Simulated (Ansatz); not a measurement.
The structure below was relaxed with PBEsol (Ansatz, a quantum-chemistry and plane-wave program; PAW; 420 eV plane waves; scalar-relativistic without spin-orbit coupling), at pressure 5 GPa.

```yaml
crystal:
  lattice:
    - [2.56849, 0.00000, 0.00000]
    - [0.00000, 2.56849, 0.00000]
    - [0.00000, 0.00000, 2.56849]
  atoms:
    - { symbol: Pt, position: [0.00000, 0.00000, 0.00000] }
```

**Question.** Find the space group and the Wyckoff positions.

**Answer.** Space group Pm-3m (No. 221); a = 2.568 Å, b = 2.568 Å, c = 2.568 Å, α = 90.00°, β = 90.00°, γ = 90.00°

```json
[
 {"atom": "Pt", "site": "1a", "symmetry": "m-3m", "x": "0.0000", "y": "0.0000", "z": "0.0000"}
]
```

**Question.** Describe the coordination.

**Answer.** The crystal has 1 atoms in its conventional cell. Conventional cell: a = 2.568 Å, b = 2.568 Å, c = 2.568 Å, α = 90.00°, β = 90.00°, γ = 90.00°. Pt is coordinated by 6 Pt at 2.568 Å (octahedral). (Neighbours: up to the widest gap in distance over summed covalent radii, below 1.35, at either atom.)

Load acts through the strain it causes; cell and atoms are relaxed under it. Whether these cells are dynamically stable was not tested. No other phases were tried under pressure. All final runs are without spin polarisation. The cell was made from Pt in the simple cubic structure (space group Pm-3m, No. 221; a hypothetical phase, not in the database extracts checked) by this change: pressure 5 GPa.
